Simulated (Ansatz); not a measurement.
Start from WSi2 (space group Fddd, No. 70; a hypothetical phase, not in the database extracts checked).

```yaml
crystal:
  lattice:
    - [0.00000, 3.93679, 4.45742]
    - [2.27841, 0.00000, 4.45742]
    - [2.27841, 3.93679, 0.00000]
  atoms:
    - { symbol: Si, position: [0.66397, 0.33603, 0.66397] }
    - { symbol: Si, position: [0.33603, 0.66397, 0.33603] }
    - { symbol: Si, position: [0.58603, 0.91397, 0.58603] }
    - { symbol: Si, position: [0.91397, 0.58603, 0.91397] }
    - { symbol: W, position: [0.00000, 0.00000, 0.00000] }
    - { symbol: W, position: [0.25000, 0.25000, 0.25000] }
```

The values are results of Ansatz (an electronic-structure program) PBEsol, no SOC, not measurements.

Base values:

The volume per atom is 13.33 Å³.

Now apply this change: hydrostatic tension (pressure −1 GPa).

### Question
Predict the new volume per atom.

### Answer
The volume per atom grows by 0.06 Å³, from 13.33 Å³ to 13.39 Å³.

Load acts through the strain it causes; cell and atoms are relaxed under it. Whether these cells are dynamically stable was not tested. The final runs are not spin-polarised.
